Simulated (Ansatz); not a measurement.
For ZrGe (model structure, started from the rocksalt type, Fm-3m, No. 225, 2 atoms in the cell), PBE-D3(BJ) (Ansatz, an electronic-structure program, PAW) gives:

```
Quantity                                 Value
------------------------------  --------------
equilibrium lattice constant a         5.420 Å
formation enthalpy              -0.802 eV/atom
```

Question: What does r²SCAN in Ansatz (plane waves, PAW) give for the same quantities?

Answer: 
- lattice constant a: 5.471 Å (rises by 0.9 %)
- formation enthalpy: -0.860 eV/atom (moves by -0.058 eV/atom)

Changes are worked out from the printed values.

Unless a cell is named, each level is at its own relaxed cell (PBE-D3(BJ) 19.90, r²SCAN 20.47 Å³/atom).

Ansatz's density-functional and Hartree–Fock values are scalar-relativistic unless marked +SOC, with PAW data made under PBE.

A model structure was made by putting elements into a prototype or built by hand; it is no filed structure, need not be a known phase, and can be a saddle point held by its symmetry.
